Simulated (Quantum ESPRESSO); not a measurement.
# How far to go with the plane-wave cutoff: SrGaSi (P3m1, 3 atoms in the cell)

```yaml
crystal:
  lattice:
    - [4.19212, 0.00000, 0.00000]
    - [-2.09606, 3.63048, 0.00000]
    - [0.00000, 0.00000, 4.75003]
  atoms:
    - { symbol: Sr, position: [0.00000, 0.00000, 0.01053] }
    - { symbol: Ga, position: [0.33333, 0.66667, 0.50000] }
    - { symbol: Si, position: [0.66667, 0.33333, 0.50000] }
```

Method of the run: PBEsol, GBRV 1.5 ultrasoft (PBESOL) pseudopotentials (plane waves; Quantum ESPRESSO 7.5).

Base settings: ecutwfc = 50 Ry; ecutrho = 250 Ry; occupations = smearing; smearing = fd; degauss = 0.0073499 Ry; potentials = {Sr: sr_pbesol_v1.uspp.F.UPF, Ga: ga_pbesol_v1.4.uspp.F.UPF, Si: si_pbesol_v1.uspp.F.UPF}; K_POINTS = automatic 3 3 3 0 0 0; conv_thr = 1e-10 Ry.

Moved along: ecutrho.

The second cell is the first with its lattice scaled by 0.98.

The mesh stays at the base's, so the ladder's end is converged at best in this setting alone.

Only quantities that move along the ladder and can be compared are tabulated.

The count of work is k-points × plane waves × bands × iterations; it is no time. 

The starting cell comes from a database of computed structures (which also holds hypothetical and non-ambient phases and stackings), without a prior relaxation at this level. Its lattice was rescaled by up to half a per cent. One atom was moved a little off its site on purpose. Without a gap this mesh is coarse (it stands for a supercell whose shortest vector is 13 Å).

Steps (ecutwfc): 17.5 Ry; 20 Ry; 22 Ry; 25 Ry; 28 Ry; 30 Ry; 35 Ry; 40 Ry; 45 Ry; 50 Ry; 55 Ry; 60 Ry; 68 Ry; 75 Ry; 88 Ry; 100 Ry; 120 Ry.

Question: What is the coarsest ecutwfc that holds the pressure within 0.05 GPa of the last step, with all finer ones?

Answer: 88 Ry; the step before is off by 0.09 GPa.

Question: What is the coarsest ecutwfc that holds the energy of the compressed cell less the first within 2 meV/atom of the last step, with all finer ones?

Answer: 30 Ry, at 0.13 of the last step's count of work; the step before is off by 4.9 meV/atom.

Question: What is the coarsest ecutwfc that holds the forces within 0.01 eV/Å of the last step, with all finer ones?

Answer: 20 Ry, at 0.068 of the last step's count of work; the step before is off by 0.030 eV/Å.

```csv
ecutwfc,free energy less the last step's (meV/atom),energy of the compressed cell less the first (meV/atom),pressure (GPa),largest difference of a force vector from the last step's (eV/Å),count of work / last
17.5 Ry,8022.80,-105.88,-240.61,0.030,0.057
20 Ry,3066.80,-10.13,-107.62,0.001,0.068
22 Ry,1396.07,-27.67,-56.66,0.001,0.078
25 Ry,393.36,-0.33,-20.66,0.000,0.095
28 Ry,109.33,-5.98,-7.41,0.000,0.11
30 Ry,52.07,-0.16,-3.77,0.000,0.13
35 Ry,32.09,-1.08,-1.88,0.000,0.16
40 Ry,27.56,-1.19,-2.11,0.000,0.19
45 Ry,19.38,-1.09,-2.09,0.000,0.23
50 Ry,15.06,-1.05,-1.93,0.000,0.25
55 Ry,13.99,-1.08,-1.85,0.000,0.31
60 Ry,13.29,-1.07,-1.89,0.000,0.35
68 Ry,10.42,-1.08,-1.97,0.000,0.39
75 Ry,7.22,-1.11,-1.98,0.000,0.49
88 Ry,4.00,-1.07,-1.88,0.000,0.63
100 Ry,2.95,-1.07,-1.88,0.000,0.76
120 Ry,0.00,-1.07,-1.89,0.000,1.0
```

Two neighbours can agree and both be off: 55 Ry and 60 Ry differ by 0.70 meV/atom in the free energy, yet lie about 13 meV/atom from the last step.

At the lowest cutoff the pressure lies 239 GPa under the last step's, the usual sign of Pulay stress in an incomplete plane-wave basis.
